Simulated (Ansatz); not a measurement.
# Na: pressure 30 GPa

Take Na in the bcc (W type) structure (space group Im-3m, No. 229; a = 4.197 Å) as the base.

It is then changed as follows: cell and atoms relaxed at a pressure of 30 GPa.

Method: DFT with PBE, PAW potentials and a 420 eV plane-wave cutoff in Ansatz (a quantum-chemistry and plane-wave program), no SOC, earlier PAW set. Settings: 16×16×16 k-points, 0.05 eV Fermi–Dirac smearing.

```yaml
volume_per_atom: 16.24 Å³ (base 36.96 Å³)
density: 2.35 g/cm³ (base 1.03 g/cm³)
shortest_interatomic_distance: 5.221 bohr (base 6.868 bohr)
band_gap: zero (base zero)
```

Final structure:

```
CELL_PARAMETERS angstrom
     -1.59518     1.59518     1.59518
      1.59518    -1.59518     1.59518
      1.59518     1.59518    -1.59518
ATOMIC_POSITIONS crystal
  Na 0.00000 0.00000 0.00000
```

Load acts through the strain it causes; cell and atoms are relaxed under it. No phonon test of stability was made. Competing high-pressure phases were not computed.
